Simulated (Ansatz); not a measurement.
Start from SrTiO₃ in the cubic perovskite structure (space group Pm-3m, No. 221; a = 3.9364 Å).

Computed with PBE in Ansatz (plane waves to 420 eV, PAW, spin-orbit coupling left out).

One change was made to it. Results:

```
quantity                        base            after
-------------------  ---------------  ---------------
density                   5.00 g/cm³       5.04 g/cm³
band gap                     1.84 eV          1.86 eV
gap character        indirect, R → Γ  indirect, R → Γ
smallest direct gap          2.20 eV          2.21 eV
```

### Question
Which of these changes matches the shifts?
A. pressure 7.5 GPa
B. pressure −2 GPa
C. pressure 1.5 GPa
D. pressure 10 GPa
E. pressure −1 GPa

### Answer
C, pressure 1.5 GPa. For comparison, the density in the other runs: pressure −1 GPa gives 4.97 g/cm³; pressure 10 GPa gives 5.26 g/cm³; pressure 7.5 GPa gives 5.20 g/cm³; pressure −2 GPa gives 4.94 g/cm³.

Load acts through the strain it causes; cell and atoms are relaxed under it. Stability against distortions was not tested. Competing high-pressure phases were not computed. All final runs are without spin polarisation. Many cubic perovskites are stable only at high temperature; tilts and polar distortions were not tested.

Ansatz is a first-principles code.
